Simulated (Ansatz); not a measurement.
**Cu2O, carrier doping**

Base system: Cu2O (space group Pn-3m, No. 224; a = 4.246 Å).

Carriers are added at fixed cell with a uniform background; the Fermi–Dirac width is that of 300 K.

Calculations: Kohn–Sham DFT with the r2SCAN functional, run in Ansatz (an electronic-structure program) with PAW and 500 eV plane waves, no spin-orbit coupling.

Notes on the quantities. Fermi level from band edge: Fermi level relative to the doped band's edge (positive inside the band; to 0.05 eV).

```
change                    Fermi level from band edge  gap between the host's bands
------------------------  --------------------------  ----------------------------
undoped                                            –                       0.79 eV
electrons 2.0×10^21 cm⁻³                    +0.60 eV                       0.78 eV
electrons 3.0×10^21 cm⁻³                    +0.70 eV                       0.78 eV
electrons 5.0×10^21 cm⁻³                    +0.90 eV                       0.76 eV
electrons 2.0×10^22 cm⁻³                  (withheld)                    (withheld)
holes 2.0×10^21 cm⁻³                        +0.15 eV                       0.80 eV
holes 3.0×10^21 cm⁻³                        +0.20 eV                       0.80 eV
holes 5.0×10^21 cm⁻³                        +0.25 eV                       0.81 eV
holes 2.0×10^22 cm⁻³                        +0.45 eV                       0.90 eV
```

### Question
Complete the table.

### Answer

- electrons 2.0×10^22 cm⁻³, Fermi level from band edge: +1.35 eV
- electrons 2.0×10^22 cm⁻³, gap between the host's bands: 0.68 eV

Carriers are added with a uniform compensating background; total energy and stress of such cells depend on the potential's zero and are not compared; many-body gap narrowing is missing at this level. Stability against distortions was not tested. No Hubbard U is applied. All final runs are without spin polarisation.
